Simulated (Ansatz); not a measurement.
PtS$_{2}$ (P-3m1), r2SCAN+D4 with spin-orbit coupling, rigid bands (Ansatz, a quantum-chemistry and plane-wave program). Band gap 0.93 eV, N_c = 3.93e19 cm⁻³ and N_v = 1.43e20 cm⁻³ at 300 K, conductivity masses along z (a = (3.55, 0.00, 0.00) Å; b = (-1.78, 3.07, 0.00) Å; c = (0.00, 0.00, 5.21) Å) of 0.429 mₑ (electrons) and 0.874 mₑ (holes). Take k_BT = 0.02585 eV.

Problem. What thermal injection velocity √(2k_BT/πm) limits a ballistic channel along the direction named?

Solution. 8.21e6 cm/s for electrons and 5.75e6 cm/s for holes, a ratio of √(m_h/m_e) = 1.43, for dilute carriers.

Problem. What built-in voltage has an abrupt junction with N_A = 1e16 and N_D = 1e18 cm⁻³, all dopants ionised?

Solution. V_bi = E_g/e − (k_BT/e) ln(N_c N_v/(N_A N_D)) = 0.93 − 0.02585 × 13.24 = 0.59 V, for the computed gap.

Problem. Find the intrinsic carrier density and the intrinsic Fermi level.

Solution. n_i = √(N_c N_v) exp(−E_g/2k_BT) = 7.50e19 × exp(−17.99) = 1.2e12 cm⁻³. The level lies (k_BT/2) ln(N_v/N_c) = 17 meV from mid-gap (positive towards the conduction band). Each 0.1 eV added to the gap lowers n_i by a factor of 6.9.

Rigid bands with the computed gap; masses take one relaxation time for all states. Geometry: cell and atoms relaxed with r2SCAN+D4.

Computed structure with no diffraction record at hand here (it may be known, metastable or hypothetical): PtS2 (P-3m1).
